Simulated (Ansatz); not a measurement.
CoGe (P2₁3, No. 198, 8 atoms in the cell; start mp-10692) was calculated with r²SCAN (plane waves, PAW; Ansatz, a program for electronic structure).

Numerical settings: plane-wave cutoff 560 eV, 12×12×12 k mesh, Fermi–Dirac smearing 0.05 eV, no spin polarisation, scalar-relativistic PAW data made under PBE.

Cell (relaxed at this level):

CoGe has the cubic space group P2₁3 (No. 198), Pearson symbol cP8. Conventional cell: a = 4.5797 Å, b = 4.5797 Å, c = 4.5797 Å, α = 90.00°, β = 90.00°, γ = 90.00°. Co on 4a sees 4 Ge at 2.353–2.372 Å and 3 Ge at 2.578 Å. Ge on 4a has 4 Co at 2.353–2.372 Å and 3 Co at 2.578 Å and 6 Ge at 2.842 Å. (Neighbours: up to the widest gap in distance over summed covalent radii, below 1.35, at either atom; cation-cation and far metal-metal contacts left out.)

Problem. Predict the bulk modulus.

Solution. 
- bulk modulus: 171 GPa

The run finds no gap.

Note: the bulk modulus is −V dP/dV from two relaxed cells at ±2 % in volume; the relaxation could not lower the start's symmetry, so the cell can be a saddle point above a distorted one.

The computed numbers hold no vibrational or temperature effects.

A start named mp-… is a Materials Project structure, which need not be a measured phase.
